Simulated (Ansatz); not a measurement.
Consider this model of amorphous silicon oxynitride (Si₄₅O₁₈N₄₈).

```xyz
111
Lattice="11.0988 0.0000 0.0000 0.0000 11.0988 0.0000 0.0000 0.0000 11.0988" Properties=species:S:1:pos:R:3 pbc="T T T"
Si     7.1634     9.8632     5.8522
Si     2.6219     6.5491     8.7525
Si     8.9722     5.8426     6.3417
Si    10.7489     1.8485     5.2205
Si     4.9138     7.9050     9.7541
Si     7.7408     2.2335    11.0140
Si     4.9480     9.8219     2.6281
Si     8.3835     2.0193     3.5235
Si    10.9759     7.9132     5.4421
Si     8.7016     3.7554     8.6665
Si    10.0734     8.3822     9.2628
Si     7.9577    10.8604     1.7355
Si    11.0412     2.5298    10.4618
Si    10.4675    10.4076     6.7377
Si    10.2325     4.3886     4.1199
Si    10.3802     9.2098     1.2878
Si     8.1559     4.8126     0.4249
Si     0.0888     1.0254     2.1849
Si     6.1987     7.7061     4.1799
Si     2.6742     4.3637     7.3883
Si    10.3440     6.1587     1.8926
Si     3.1700    10.6877     0.1720
Si     8.1096     5.3421     3.3399
Si     6.5313     1.6383     8.4814
Si     0.4250    10.4631     9.7869
Si     3.5108     3.9500     2.2602
Si     7.5929     6.6018     8.9028
Si     5.9259     5.1905     4.8676
Si     3.6190     3.4644     4.6235
Si     3.7098     1.5756     6.9680
Si     0.4911     5.6824    10.2874
Si     8.1025     1.2461     6.3855
Si     6.1423     7.2529     6.9956
Si     3.9095     1.8442     0.2874
Si     2.7978     9.7437     8.4976
Si     7.0329     9.3952     8.7257
Si     1.9910    10.4321     2.4468
Si     1.2978     1.2972     7.8695
Si     6.1596    10.9052    10.4951
Si     2.7785     4.1824    10.2459
Si     1.3380     7.7881     3.0497
Si     5.9707     3.1108     2.4030
Si    10.9475     5.9197     7.7471
Si     2.9887     6.5250     0.6524
Si     5.5512     1.0487     4.5887
O      8.7390    10.7255     6.7724
O     10.9510     2.1256     0.9364
O      4.3299     7.2840     0.0599
O      8.7883     9.4493     1.5470
O      6.5476     2.4976     9.8831
O      5.0285     1.7880     7.8848
O      3.4896     4.4637     5.9715
O      3.4861     2.7420    10.1088
O      0.9476     7.1136     4.5124
O      0.2125     1.3149     3.8182
O      6.3760    10.2574     1.9402
O      5.0274     8.2965     3.1710
O      1.8963     9.2369     3.5702
O      4.7716    10.8879     3.8776
O     10.7418     5.4750     0.5007
O     11.0648     3.4929     5.2027
O     11.0900     5.1494     2.9509
O      2.4541     7.0565     2.1006
N      7.8610     2.4256     7.6621
N      9.2289     5.7365     4.6581
N      9.0624     0.8937     2.4358
N      9.7215     4.6485     7.5346
N      1.9315     6.6114    10.3702
N      2.3344     2.6251     7.4231
N      1.5431     5.7553     7.5504
N     10.2684     6.9913     6.6332
N      8.6400     5.8651     1.6996
N      9.0473     1.7139     5.1088
N      5.9313     9.2146    10.1081
N      4.5754     2.6826     1.5604
N      5.8752     6.9187     8.7513
N     10.7836     9.5052     5.3905
N      2.7515     0.1162     7.5908
N      0.4699     1.1376     9.4479
N      6.6832     6.1651     3.5261
N      6.9054     0.0216     8.8978
N      8.8111     3.6897     3.3684
N      7.5936     6.2826     7.1855
N      8.0299     5.1658     9.8068
N      0.0945     0.9467     6.6525
N      3.1502     4.8295     0.7718
N     10.6712     6.7162     9.2417
N      6.6176     1.9225     3.4810
N      4.2238     1.9414     5.3345
N      8.3533     8.2253     9.1206
N     10.9523     9.6764     8.2761
N      2.4216     3.6726     3.4841
N      7.4577     0.5926     0.3027
N      4.5947     0.4096    10.7095
N      4.9603     4.2149     3.4630
N      9.2624     2.9125    10.1779
N      0.9603     3.9745    10.0234
N      7.3283     8.9035     4.5440
N      3.4880     9.8678     1.6281
N      0.3449    10.4295     1.7815
N      2.4453     1.0577     0.7922
N      3.4802     8.1337     8.5399
N      1.9765     1.0765     2.1939
N      6.4669     8.9843     7.1579
N      2.1330    10.0276    10.0298
N     10.9372     7.7561     2.1055
N     10.5686     9.2964    10.6627
N      6.6551     0.4519     5.8049
N      7.2604     3.4870     1.0881
N      5.3799     6.8529     5.5369
N      3.4809     5.0035     8.8398
```

Computed with PBE, scalar-relativistic without spin-orbit coupling (plane waves to 420 eV, PAW; Ansatz, a quantum-chemistry and plane-wave program).

Preparation: random packing, a CHGNet melt and quench, and a DFT relaxation. O and N atoms were pushed apart under 1.9 Å during the dynamics, to hinder bonds among them. The hot cell started wider than the set density and was brought back towards it in steps. It is the lowest in DFT energy of 2 quenches. It is a model cell: composition and starting density were chosen by hand, and all elements were melted together. No dispersion term was used. Its density started from a set value of 2.60 and ended at 2.70 g/cm³. Cooling (nominally 130 K/ps over its main leg) ran many orders faster than in experiment, which tends to leave more defects and strain. A cell of this size samples the disorder only roughly. The volume was free in the relaxation, at fixed shape. Stress components on the final sampling reach 2.3 GPa.

Cut-offs for bonds: Si-Si 2.60 Å, Si-O 2.16 Å, Si-N 2.22 Å, O-O 1.58 Å, O-N 1.64 Å, N-N 1.70 Å. Two cations that share two anions don't count as bonded, nor two that share one unless they lie closer than Si-Si 2.38 Å.

### Question
Give the coordination numbers, mean bond lengths and angles.

### Answer

- Mean coordination of Si by anions = 3.93 (4 with 3, 40 with 4, 1 with 5)
- Mean coordination of O = 2.06 (17 with 2, 1 with 3)
- Mean coordination of N = 2.96 (3 with 2, 44 with 3, 1 with 4)
- Mean Si-N bond = 1.765 Å (spread 0.069 Å, 140 counted)
- Mean Si-O bond = 1.657 Å (spread 0.071 Å, 37 counted)
- Mean N-N bond = 1.478 Å (spread 0.000 Å, 1 counted)
- Bond angle at Si = mean 109.3°, spread 12.7°
- Bond angle at O = mean 132.5°, spread 17.6°
- Bond angle at N = mean 115.6°, spread 16.7°

### Question
Which atoms depart from the most common coordination of their element?

### Answer
Si9 has 3 (N77 1.60 Å, O54 1.63 Å, N71 1.66 Å); Si17 has 3 (N72 1.72 Å, N109 1.73 Å, N84 1.76 Å); Si18 has 5 (O55 1.66 Å, O47 1.68 Å, N100 1.76 Å, N103 1.89 Å, N66 2.14 Å); Si28 has 3 (N80 1.82 Å, N110 1.87 Å, N95 1.96 Å); Si35 has 3 (N105 1.69 Å, N78 1.73 Å, N102 1.75 Å); O46 has 3 (Si14 1.76 Å, Si32 1.78 Å, Si1 2.02 Å); N77 has 2 (Si9 1.60 Å, Si14 1.65 Å); N92 has 2 (Si26 1.66 Å, Si29 1.67 Å); N95 has 4 (Si42 1.83 Å, Si26 1.90 Å, Si29 1.93 Å, Si28 1.96 Å); N98 has 2 (Si1 1.63 Å, Si19 1.69 Å).
